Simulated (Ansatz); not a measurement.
## AlN, response to strain

The parent structure is AlN in the zinc blende structure (space group F-43m, No. 216).

```yaml
crystal:
  lattice:
    - [0.00000, 2.18887, 2.18887]
    - [2.18887, 0.00000, 2.18887]
    - [2.18887, 2.18887, 0.00000]
  atoms:
    - { symbol: Al, position: [0.00000, 0.00000, 0.00000] }
    - { symbol: N, position: [0.25000, 0.25000, 0.25000] }
```

Strains are applied to the cell and any free atomic positions relax.

Computed with Ansatz (a quantum-chemistry and plane-wave program), PBEsol, PAW, cutoff 420 eV, no spin-orbit coupling.

Candidates:
(a) isotropic strain −3.00 %
(b) isotropic strain −2.50 %
(c) isotropic strain +2.00 %
(d) isotropic strain +1.00 %
(e) isotropic strain +1.50 %

Notes on the quantities. energy relative to the base: free energy F.

Order them by energy relative to the base, lowest first.

(d) isotropic strain +1.00 % (+5.7 meV/atom), (e) isotropic strain +1.50 % (+13 meV/atom), (c) isotropic strain +2.00 % (+22 meV/atom), (b) isotropic strain −2.50 % (+40 meV/atom), (a) isotropic strain −3.00 % (+58 meV/atom)

Stability against distortions was not tested. This is not the structure that AlN has at room temperature and ambient pressure.
